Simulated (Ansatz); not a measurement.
**A computed series for Se: element substitutions**

The reference is Se (space group P3_121, No. 152; made of chains).

```yaml
crystal:
  lattice:
    - [4.50569, 0.00000, 0.00000]
    - [-2.25284, 3.90204, 0.00000]
    - [0.00000, 0.00000, 4.99129]
  atoms:
    - { symbol: Se, position: [0.21709, 0.00000, 0.83333] }
    - { symbol: Se, position: [0.00000, 0.21709, 0.16667] }
    - { symbol: Se, position: [0.78291, 0.78291, 0.50000] }
```

Each row replaces one element on all its sites; cell and atoms are relaxed.

Level of theory: r2SCAN (Ansatz, an electronic-structure program; PAW; 500 eV plane waves; without spin-orbit coupling).

```csv
variant,space group,density,shortest interatomic distance
base,P3_121 (No. 152),4.48 g/cm³,2.375 Å
Se → Ru,Pm-3m (No. 221),?,?
Se → Rh,Pm-3m (No. 221),10.78 g/cm³,2.512 Å
Se → Mo,?,10.19 g/cm³,?
```

**Question.** What belongs in the blanks?

**Answer.** 
- Se → Ru, density: 10.86 g/cm³
- Se → Ru, shortest interatomic distance: 2.491 Å
- Se → Mo, space group: Im-3m (No. 229)
- Se → Mo, shortest interatomic distance: 2.728 Å

No phonon test of stability was made. As relaxed here, Ru and Rh are hypothetical phases, not in the database extracts checked. All final runs are without spin polarisation. No dispersion term is included, though the crystal is made of layers, chains or molecules, so its spacings can come out too wide. Rh has a high density of states at the Fermi level and may be magnetic at this level.
